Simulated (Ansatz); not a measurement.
# By hand: formation energy of Ti_Al in Al (fcc, Fm-3m)

Subject: the formation energy of Ti_Al in Al (fcc, Fm-3m). Reaction: Ti (hcp) + 63 Al (fcc) → cell A.

A: a supercell of 64 sites of Al (fcc, Fm-3m) with Ti on an Al site (12 Al at 2.84 Å); spin state with PBE: run without spin.

Method: Ansatz (a program for electronic structure), PAW, neutral cells at 0 K with nuclei at rest, on structures from PBE. Ansatz runs with its PAW set soft_1. Larger cells are relaxed from a start prepared with the learned potential CHGNet, on a coarser mesh till forces fall under 0.03 eV/Å, which some starts already meet. A dispersion term (D3(BJ), or D4 for r2SCAN) was computed beside these levels and is taken off wherever the name lacks it. Space groups of crystals are read within 0.01 Å. Mesh and cell size may move defect energies by 0.1 eV or more. Cell A has symmetry Fm-3m within 0.02 Å and got no random move, so less symmetric positions, which may lie lower, weren't tried.

Total energies of the cells in eV, at zero smearing width. They compare only within one column; the weights balance every element.

```
cell         atoms  weight           PBE
-----------  -----  ------  ------------
A: Al:Ti_Al     64      +1  -36363.78344
Ti (hcp)         2    −1/2   -4999.33461
Al (fcc)        64  −63/64  -34400.53354
```

PBE: (-36363.78344) − 1/2 × (-4999.33461) − 63/64 × (-34400.53354) = -1.091 eV.
